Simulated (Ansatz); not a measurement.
For LuBeNO (model structure, started from the LaZnOP type, P4/nmm, No. 129, 8 atoms in the cell), PBEsol in Ansatz (plane waves, PAW) gives:

| Quantity | Result |
|---|---|
| lattice constant a | 3.436 Å |
| c axis length | 7.012 Å |
| bulk modulus B0 | 135 GPa |
| cohesive energy | 6.26 eV/atom |
| band gap | 3.49 eV |

Question: What does r²SCAN (Ansatz, an electronic-structure program, plane waves, PAW) give for the same quantities?

Answer: 
- lattice constant a: 3.440 Å (rises by 0.1 %)
- lattice parameter c: 7.102 Å (increases by 1.3 %)
- bulk modulus: 137 GPa (stays essentially unchanged)
- cohesive energy: 5.95 eV/atom (falls by 0.31 eV/atom)
- band gap: 3.99 eV (rises by 0.50 eV)

Changes are worked out from the printed values.

Unless a cell is named, each level is at its own relaxed cell (PBEsol 10.35, r²SCAN 10.50 Å³/atom).

Levels without +SOC leave out spin–orbit coupling, which shifts energies and cells of such heavy elements.

Spin–orbit coupling is included only where a level's name says +SOC; with heavier elements it mostly lowers gaps and can invert bands. Density-functional gaps are differences of (generalised) Kohn–Sham levels.

Caveats: the bulk modulus is −V dP/dV from two relaxed cells at ±2 % in volume (PBEsol, r²SCAN). Ansatz's density-functional and Hartree–Fock values are scalar-relativistic unless marked +SOC, with PAW data made under PBE.

A model structure was made by putting elements into a prototype or built by hand; it is no filed structure, need not be a known phase, and can be a saddle point held by its symmetry.
